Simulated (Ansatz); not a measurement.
The starting structures come from a database of crystals and need not be the phases stable at ambient conditions.

By PBEsol, the system below comes out a metal.

A figure of merit of an interconnect metal is its ballistic conductance per area.

Input:

```yaml
crystal:
  lattice:
    - [3.00854, 0.00000, 0.00000]
    - [-1.50427, 2.60547, 0.00000]
    - [1.50427, 0.86849, 2.40830]
  atoms:
    - { symbol: Au, position: [0.00000, 0.00000, 0.00000] }
```

The cell is strained (lengths across the current scaled by 1.02, ions clamped); by PBEsol it stands under a pressure of -13.4 GPa.

The current flows along the normal of the first two printed cell vectors, the (111) (indices of the unstrained crystal) plane of the conventional cell. No spin-orbit coupling; the value is a mean over 0.1 eV about the Fermi level.

Question: Estimate the ballistic conductance per area that PBEsol in Ansatz (a quantum-chemistry and plane-wave program) returns for this system.

Answer: 0.81 × 10¹⁵ S/m² for both spins.
